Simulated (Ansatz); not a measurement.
An Ansatz (a quantum-chemistry and plane-wave program) run: TiAl with a change (tensor shear ε_xz = +1.71 %); PBEsol (Ansatz; PAW; 420 eV plane waves; without spin-orbit coupling).

Input:

Ansatz 0.2 input:
```yaml
crystal:
  lattice:
    - [2.7962921606, 0, 0.0478165959]
    - [0, 2.7962921606, 0]
    - [0.0690522176, 0, 4.0381413807]
  atoms:
    - { symbol: Ti, position: [0, 0, 0] }
    - { symbol: Al, position: [0.5, 0.5, 0.5] }
basis: { ecutwfc: 420, ecutrho_ratio: 4, xc_grid: 2, fft_grid_basis: typed }
kpoints: { mp_grid: { grid: [21, 21, 14] } }
hamiltonian:
  xc: pbesol
  dispersion: none
  pseudopotentials: { kind: paw }
scf: { occupations: { method: fermi_dirac, width: 0.1 }, convergence: { dr2_threshold: 0.0000000002 } }
relax: { f_tol: 0.005, max_steps: 50 }
output: { forces: true, stress: true }
checkpoint: { write: state.ck, write_every: 1000 }
```

Output (explanatory and most iteration lines left out):

```
Relaxation: its limit of steps is 50 (relax.max_steps)
Pseudopotential: Ti, paw, valence charge 12
Pseudopotential: Al, paw, valence charge 3
Crystal: 2 atoms, lattice volume = 31.566 Å³
Basis set: ecut = 420 eV, 631 PW (Γ), exchange–correlation on 40×40×54 points (8 copies of the dense FFT grid, shifted against one another)
Bands: 12, of which v1, the nominal top of the filled ones, is band 8 counted from 1 (7 counted from 0)
Symmetry: 4 space group operations
Space group: P2/m (ITA 10), of the structure as read, at distance tolerance 3.2e-5 Å
k-points: 1628 of 6174
Functional: x = pbesol(κ = 0.804, μ = 0.12345679012345678), c = pbesol(β = 0.046)
SCF iter   1: F=—  HF=-2999.283188 eV  |F-HF|=—  |Δ(HF+E_count)|=         —  Δρ=4.12e-3  dr2=3.93e-3  ethr=1.77e-3  ⟨swp⟩=5.0  Hψ=98721  notcnv=0
SCF iter   2: F=—  HF=-2999.282161 eV  |F-HF|=—  |Δ(HF+E_count)|=   1.03e-3  Δρ=2.04e-3  dr2=1.64e-3  ethr=2.62e-5  ⟨swp⟩=1.8  Hψ=37505  notcnv=0
SCF 1 converged in 7 iterations: F = -2999.281826 eV  dr2 = 2.49e-11
relax step   1: F+E_penalty+E_count = -2999.28182574 eV  Δ(F+E_penalty+E_count) = +0.000e0 eV  max|allowed force component| = 9.861e-32 eV/Å  Δτ_max = 0.0000 Å  (7 SCF iters, accepted)
SCF converged after 7 iterations
Free energy (F): -2999.281826 eV
Internal energy: -2999.222649 eV  (E = F + TS)
E sigma→0 (E₀):  -2999.252237 eV
Entropy (-TS):   -0.059176 eV (-29.588 meV/atom)
Fermi energy:    11.255263 eV
--- Forces (eV/Å), atoms counted from 1 ---
  atom   1  Ti     0.00000000     0.00000000     0.00000000
  atom   2  Al     0.00000000     0.00000000    -0.00000000
--- Stress (GPa, compression-positive) ---
        0.133319       0.000000      -4.081968
        0.000000       0.170775       0.000000
       -4.081968       0.000000       0.223528
  P = ⅓ Tr σ = 0.1759 GPa (1.759 kbar)
--- Relaxed structure (1 steps of the walk, 1 accepted, 0 SCFs on fresh bases) ---
  atoms:
    - { symbol: Ti, position: [0.0, 0.0, 0.0] }
    - { symbol: Al, position: [0.5, 0.5, 0.5] }
```

The cells carry an imposed strain or load. No phonon test of stability was made. The final runs are not spin-polarised. The cell was made from TiAl (space group P4/mmm, No. 123) by this change: tensor shear ε_xz = +1.71 %.
